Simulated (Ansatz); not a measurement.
Results of PBEsol (Ansatz, a quantum-chemistry and plane-wave program, plane waves, PAW) for Si (I4/mmm, No. 139, 4 atoms in the cell; start mp-999200; another form than the element's usual one).

Settings: plane-wave cutoff 520 eV, 10×10×10 k mesh, Fermi–Dirac smearing 0.01 eV, scalar-relativistic PAW data made under PBE.

Computed at the level's own relaxed cell.

```yaml
crystal:
  lattice:
    - [-3.32231, 3.32231, 1.91873]
    - [3.32231, -3.32231, 1.91873]
    - [3.32231, 3.32231, -1.91873]
  atoms:
    - { symbol: Si, position: [0.17873, 0.17873, 0.35746] }
    - { symbol: Si, position: [0.82127, 0.82127, 0.64254] }
    - { symbol: Si, position: [0.17873, 0.82127, 0.00000] }
    - { symbol: Si, position: [0.82127, 0.17873, 0.00000] }
```

### Question
List the 9 lowest band energies at Γ above −25 eV (eV, relative to the valence band maximum), grouping those that round alike.

### Answer
At Γ: -12.10, -7.84, -5.60 (×2), -3.81, -1.49 (×2), -0.56, 1.37.

A start named mp-… is a Materials Project structure, which need not be a measured phase.
